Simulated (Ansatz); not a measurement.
Consider MoS2 (space group P6_3/mmc, No. 194; layered, stacked along the Cartesian z axis).

```yaml
crystal:
  lattice:
    - [3.10900, 0.00000, 0.00000]
    - [-1.55450, 2.69247, 0.00000]
    - [0.00000, 0.00000, 11.70898]
  atoms:
    - { symbol: Mo, position: [0.66667, 0.33333, 0.25000] }
    - { symbol: Mo, position: [0.33333, 0.66667, 0.75000] }
    - { symbol: S, position: [0.66667, 0.33333, 0.88351] }
    - { symbol: S, position: [0.33333, 0.66667, 0.38351] }
    - { symbol: S, position: [0.33333, 0.66667, 0.11649] }
    - { symbol: S, position: [0.66667, 0.33333, 0.61649] }
```

Cartesian axes are those of the cell as printed.

Computed with PBEsol-D3(BJ) in Ansatz (plane waves to 420 eV, PAW, no SOC).

Base values:

```
Property   Result
--------  -------
Band gap  0.52 eV
```

Perturbation: a pure shear with ε_xz = ε_zx = 0.0200; the atoms relax in the strained cell.

How does this affect the band gap, stress and energy relative to the base?

The band gap grows by 0.012 eV (0.52 eV → 0.54 eV); the stress (xx, yy, zz, yz, xz, xy; compression positive) comes out as (0.05, 0.16, 0.31, 0.00, -1.23, 0.00) GPa; the energy rises by 2.6 meV/atom.

Semilocal Kohn–Sham gaps tend to fall short of experiment. No phonon test of stability was made.

Ansatz is an electronic-structure program.
